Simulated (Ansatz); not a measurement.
**HfN under a change: biaxial strain +2.50 %, plane normal [001], relaxed out of plane**

Start from HfN in the rock salt structure (space group Fm-3m, No. 225; a = 4.5257 Å; relaxed with 0.1 eV smearing). Axes: x, y, z lie along the cube axes.

Modification: biaxial strain +2.50 %, plane normal [001], relaxed out of plane (Cartesian); in-plane vectors clamped, the third vector and the atoms free.

Calculations: r2SCAN (Ansatz, an electronic-structure program, PAW, no SOC). Settings: 22×22×22 k-points, 0.1 eV Fermi–Dirac smearing.

| quantity | base | changed | shift |
|---|---|---|---|
| volume per atom | 11.59 Å³ | 12.06 Å³ | +0.47 Å³ |
| space group | Fm-3m (No. 225) | I4/mmm (No. 139) | – |
| energy relative to the base (free energy F) | 0 meV/atom | +28 meV/atom | +28 meV/atom |
| pressure (mean of the normal stresses, compression positive) | 0.0 GPa | -9.7 GPa | -9.7 GPa |
| band gap | zero | zero | – |
| out-of-plane strain | – | -0.94 % | – |
| ratio −ε⊥/ε∥ | – | 0.38 | – |
| mean in-plane stress (compression positive) | – | -14.5 GPa | – |

No phonon test of stability was made. All final runs are without spin polarisation. An odd electron count without spin: HfN.
